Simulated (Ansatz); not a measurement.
A 54-atom cell of (Ge,Sn) started in the diamond structure, site fractions Ge 0.426, Sn 0.574, short-range order +0.02 among the nearest mixed sites of the first mixed sublattice (0 is random, a negative value favours unlike neighbours), space group P1 at the end. The mixed sublattice has 54 sites.

The mixing enthalpy is taken against the end members in the diamond type, relaxed in the same cell and mesh.

Calculation: PBE (plane waves to 420 eV, PAW; Ansatz, an electronic-structure program). Spin–orbit coupling is left out. Its k-point mesh 2×2×2 shifted by 0.5, 0.5, 0.5, Fermi–Dirac width 0.01 eV.

```json
[
 {"cell": "Ge", "energy at zero smearing (eV)": "-231929.120"},
 {"cell": "Sn", "energy at zero smearing (eV)": "-325307.493"},
 {"cell": "Sn31Ge23", "energy at zero smearing (eV)": "-285532.402"}
]
```

### Question
Work out the mixing enthalpy per mixed site and the interaction parameter Ω of a regular solution.

### Answer
With x = 31/54 of the second end member, ΔH = [-285532.402 − 23/54 × (-231929.120) − 31/54 × (-325307.493)] / 54 = 52.2 meV against the separate end members. Ω = ΔH / x(1 − x) = 213 meV, which puts the top of the miscibility gap of this model at Ω / 2k = 1240 K.
